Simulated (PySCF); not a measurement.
PySCF 2.14.0, R2SCAN/def2-svp, df: Zr(Cl)(OH)2(NMe2) (C[N](C)[Zr]([OH])([OH])[Cl]), 15 atoms. The geometry is a generated start, not checked to be a minimum at this level.

| Quantity | Result |
|---|---|
| task | energy |
| method | r2scan |
| basis | def2-svp |
| two-electron scheme | density fitting |
| mol.max_memory | 3000 MB |
| mf.max_cycle | 100 |
| mf.init_guess | minao (default) |
| mf.DIIS | CDIIS (default) |
| mf.conv_tol | 1e-09 (default) |
| mf.grids.level | 3 (default) |
| effective core potentials | those of the basis set, past Kr |
| basis functions | 159 |
| grid points | 190040 |

```xyz
15

Zr     0.4765     1.2598    -0.0319
Cl     2.0423     1.9428    -1.5714
O      1.0979     0.7954     1.6831
H      0.6019     0.9581     2.4966
O     -0.8904     2.5452     0.1031
H     -0.7727     3.4745    -0.1290
N     -0.2972    -0.4547    -0.7435
C     -1.3559    -0.9077     0.1582
C      0.7903    -1.4371    -0.7719
H     -1.8169    -1.8319    -0.2258
H     -0.9646    -1.1199     1.1783
H     -2.1297    -0.1290     0.2158
H      1.2178    -1.6120     0.2421
H      0.4201    -2.4011    -1.1535
H      1.5808    -1.0825    -1.4502
```

Charge 0 and multiplicity 1 are set for this test and not shown to be the ground state.

One run each on 2 threads, 1 BLAS thread. Values of diis_space tried: 3, 5, 8 (default), 12, 20.

**Question.** How does the count of Fock builds change with diis_space, and where is it least?

**Answer.** Fewest Fock builds, within one of each other: 8 (default) with 15, 12 with 15, 20 with 15. The count rises to 28 at 3. All converge to one solution.

```json
[
 {"diis_space": "3", "Fock builds": "28", "end": "same solution"},
 {"diis_space": "5", "Fock builds": "19", "end": "same solution"},
 {"diis_space": "8 (default)", "Fock builds": "15", "end": "same solution"},
 {"diis_space": "12", "Fock builds": "15", "end": "same solution"},
 {"diis_space": "20", "Fock builds": "15", "end": "same solution"}
]
```
